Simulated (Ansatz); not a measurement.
The parent structure is Ta in the bcc (W type) structure (space group Im-3m, No. 229; a = 3.254 Å; relaxed with 0.1 eV smearing). Axes: x, y, z lie along the cube axes.

Calculations: LDA (Ansatz, a program for electronic structure, PAW, scalar-relativistic without spin-orbit coupling).

Base values:

```
Item                Value
---------------  --------
Volume per atom  17.23 Å³
```

One thing is altered: tensile biaxial strain of 3.00 % in the plane normal to [001], as in epitaxy on a mismatched substrate; the out-of-plane cell vector and the atoms relax.

Question: Estimate the effect on the in-plane stress and volume per atom.

Answer: The mean in-plane stress (compression positive) is -6.4 GPa; the volume per atom grows by 0.39 Å³ (17.23 Å³ → 17.62 Å³).

No phonon test of stability was made. All final runs are without spin polarisation.
